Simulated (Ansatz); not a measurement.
```yaml
crystal:
  lattice:
    - [4.06908, 0.00000, 0.00000]
    - [-2.03454, 3.52392, 0.00000]
    - [0.00000, 0.00000, 39.60000]
  atoms:
    - { symbol: Sb, position: [0.33333, 0.66667, 0.25447] }
    - { symbol: Sb, position: [0.66667, 0.33333, 0.29648] }
    - { symbol: Sb, position: [0.33333, 0.66667, 0.36774] }
    - { symbol: Sb, position: [0.66667, 0.33333, 0.41010] }
    - { symbol: Sb, position: [0.33333, 0.66667, 0.47862] }
    - { symbol: Sb, position: [0.66667, 0.33333, 0.52138] }
    - { symbol: Sb, position: [0.33333, 0.66667, 0.58990] }
    - { symbol: Sb, position: [0.66667, 0.33333, 0.63226] }
    - { symbol: Sb, position: [0.33333, 0.66667, 0.70352] }
    - { symbol: Sb, position: [0.66667, 0.33333, 0.74553] }
```

Calculation: PBE+D3(BJ) (plane waves to 420 eV, PAW; Ansatz, an electronic-structure program). Spin–orbit coupling is left out; with elements this heavy it can move edges by tenths of an eV. Its k-point mesh 9×9×1, Fermi–Dirac width 0.01 eV. A dipole correction is on.

**Question.** Name the layers and their stacking, and give its gap.

**Answer.** 5 layers of antimonene, started at parallel, no shift (facing atoms over hollows or bridges; antimonene a predicted or substrate-bound sheet, here free).
```
Item                                                          Result
-----------------------------------------------------------  -------
step of the vacuum level across the stack (top less bottom)  0.00 eV
PBE gap over the mesh and listed points off it                closed
```
